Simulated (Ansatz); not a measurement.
A stack in vacuum: 3 layers of BAs-ML, started at parallel, shifted by (1/3,2/3) (facing B atop As, held by symmetry; BAs-ML a predicted or substrate-bound sheet, here free).

Calculation: PBE+D3(BJ) (plane waves to 420 eV, PAW; Ansatz, an electronic-structure program). Spin–orbit coupling is left out; PBE gaps are too small against experiment. Its k-point mesh 12×12×1, Fermi–Dirac width 0.01 eV. A dipole correction is on.

Problem. Predict its spacing and gap.

Solution. 
* **gap between facing atomic planes**: 3.41, 3.44 Å
* **step of the vacuum level across the stack (top less bottom)**: +0.29 eV
* **PBE gap over the mesh and listed points off it**: 0.49 eV, direct
* **valence and conduction edges under the vacuum level of the lower face**: 4.73 and 4.25 eV
